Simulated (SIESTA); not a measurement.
SIESTA run on NiPbF6 (R-3, 8 atoms in the cell): self-consistent single point.

Level of theory: SIESTA with GGA PBEsol, numerical atomic orbitals TZP, PseudoDojo PBEsol standard norm-conserving potentials (rewritten from UPF to PSML).

The change in words: lattice scaled by 0.98. Reference geometry:
```xyz
8
Lattice="2.5819 1.4906 4.8073 -2.5819 1.4906 4.8073 0.0000 -2.9813 4.8073" Properties=species:S:1:pos:R:3 pbc="T T T"
Ni     0.0000     0.0000     0.0000
Pb     0.0000     0.0000     7.2110
F      0.7853    -1.5500     5.9780
F     -0.7853     1.5500     8.4440
F      0.9497     1.4551     5.9780
F     -0.9497    -1.4551     8.4440
F     -1.7350     0.0949     5.9780
F      1.7350    -0.0949     8.4440
```
Moments meant for the start (each program seeds them in its own way; μB, in the order of the atoms Ni Pb F F F F F F): 2.0 0.0 0.0 0.0 0.0 0.0 0.0 0.0.

Reference input (self-consistent single point, DFT, GGA PBEsol, numerical atomic orbitals TZP, PseudoDojo PBEsol standard norm-conserving potentials (rewritten from UPF to PSML)): XC.functional = GGA; XC.authors = PBEsol; potentials = PseudoDojo PBEsol standard; PAO.BasisSize = TZP; PAO.EnergyShift = 0.01 Ry; MeshCutoff = 300 Ry; kgrid.MonkhorstPack = 3 3 3; OccupationFunction = FD; ElectronicTemperature = 0.02 eV; Spin = polarized; DM.InitSpin = [1 +2.00, 2 +0.00, 3 +0.00, 4 +0.00, 5 +0.00, 6 +0.00, 7 +0.00, 8 +0.00]; MaxSCFIterations = 150. This run's input differs from it in these lines:

```diff
@@ -11,7 +11,7 @@
 %endblock ChemicalSpeciesLabel
-LatticeConstant              5.656728 Ang
+LatticeConstant              5.543593 Ang
 %block LatticeVectors
-     0.456424456    0.263516825    0.849844468
-    -0.456424456    0.263516825    0.849844468
-     0.000000000   -0.527033649    0.849844468
+     0.456424561    0.263516820    0.849844496
+    -0.456424561    0.263516820    0.849844496
+     0.000000000   -0.527033640    0.849844496
 %endblock LatticeVectors
@@ -20,9 +20,9 @@
      0.000000000    0.000000000    0.000000000  1
-     0.000000000    0.000000000    1.274766703  2
-     0.138826063   -0.274010065    1.056790095  3
-    -0.138826063    0.274010065    1.492743310  3
-     0.167886608    0.257231948    1.056790095  3
-    -0.167886608   -0.257231948    1.492743310  3
-    -0.306712670    0.016778116    1.056790095  3
-     0.306712670   -0.016778116    1.492743310  3
+     0.000000000    0.000000000    1.274766744  2
+     0.138826094   -0.274010060    1.056790129  3
+    -0.138826094    0.274010060    1.492743359  3
+     0.167886646    0.257231944    1.056790129  3
+    -0.167886646   -0.257231944    1.492743359  3
+    -0.306712741    0.016778116    1.056790129  3
+     0.306712741   -0.016778116    1.492743359  3
 %endblock AtomicCoordinatesAndAtomicSpecies
```

Log, with long lists cut:

```
        iscf     Eharris(eV)        E_KS(eV)     FreeEng(eV)     dDmax    Ef(eV) dHmax(eV)
   scf:    1   -10333.736599   -10419.886041   -10419.916782  0.692526 -1.192474 50.434761
     spin moment: {S} , |S| = {        0.0        0.0    4.00000 }     4.00000
   scf:    2   -10471.971903   -10464.535741   -10464.538429  0.720227 -4.569529  6.971314
     spin moment: {S} , |S| = {        0.0        0.0    2.03994 }     2.03994
   scf:    3   -10465.872941   -10465.251761   -10465.251925  0.023800 -4.805970  5.829257
     spin moment: {S} , |S| = {        0.0        0.0    2.00116 }     2.00116
   [... lines left out ...]
     spin moment: {S} , |S| = {        0.0        0.0    2.00011 }     2.00011
   scf:   14   -10466.212757   -10466.212751   -10466.212769  0.000283 -5.737055  0.000830
     spin moment: {S} , |S| = {        0.0        0.0    2.00010 }     2.00010
   scf:   15   -10466.212750   -10466.212751   -10466.212769  0.000038 -5.736937  0.002539
     spin moment: {S} , |S| = {        0.0        0.0    2.00010 }     2.00010
   scf:   16   -10466.212751   -10466.212751   -10466.212769  0.000021 -5.737063  0.000244
     spin moment: {S} , |S| = {        0.0        0.0    2.00010 }     2.00010
SCF Convergence by DM+H criterion
max |DM_out - DM_in|         :     0.0000209667
max |H_out - H_in|      (eV) :     0.0002440705
SCF cycle converged after 16 iterations

Using DM_out to compute the final energy and forces

siesta: E_KS(eV) =           -10466.2128

siesta: E_KS - E_eggbox =    -10466.2128

siesta: Atomic forces (eV/Ang):
     1   -0.000000   -0.000000   -0.000000
     2   -0.000000    0.000000   -0.000000
     3    0.173928   -0.585275   -0.488271
     4   -0.173928    0.585275    0.488271
     5    0.419899    0.443262   -0.488270
     6   -0.419899   -0.443262    0.488270
     7   -0.593826    0.142012   -0.488271
     8    0.593826   -0.142012    0.488271
   Tot   -0.000000   -0.000000   -0.000000
   Max    0.593826
   Res    0.390898    sqrt( Sum f_i^2 / 3N )
   Max    0.593826    constrained

   [... lines left out ...]
siesta: FreeEng =    -10466.212769
siesta: Cell volume =        104.482144 Ang**3
siesta:          -2.96110401        -52.42696257  kBar
   [... lines left out ...]
     1     0.562188   17.437812    1.685552  Ni
     2     0.397805   13.602195    0.001138  Pb
     3    -0.159999    7.159999    0.052235  F
     4    -0.159999    7.159999    0.052235  F
     5    -0.159999    7.159999    0.052235  F
     6    -0.159999    7.159999    0.052235  F
     7    -0.159999    7.159999    0.052235  F
     8    -0.159999    7.159999    0.052235  F
 Total     0.000000                2.000098
```

The run converged in 16 iterations. Against the reference run the free energy drops by 19.9 meV/atom, the pressure goes from -6.82 to -0.30 GPa, the largest force goes from 0.616 to 0.782 eV/Å, the gap on the mesh goes from 0.202 to 0.322 eV and the size of the net moment stays at 0.25 μB/atom.

The starting cell comes from a database of computed structures (which also holds hypothetical and non-ambient phases and stackings), without a prior relaxation at this level. Its lattice was rescaled by a random factor within 2.5 % of one. For this run, on top of that: lattice scaled by 0.98. Spin-orbit coupling is off. With one magnetic atom in the cell only a parallel order is possible. Values carry the incompleteness of an atom-centred basis.

Cost on one core of a shared machine: roughly 70 s.
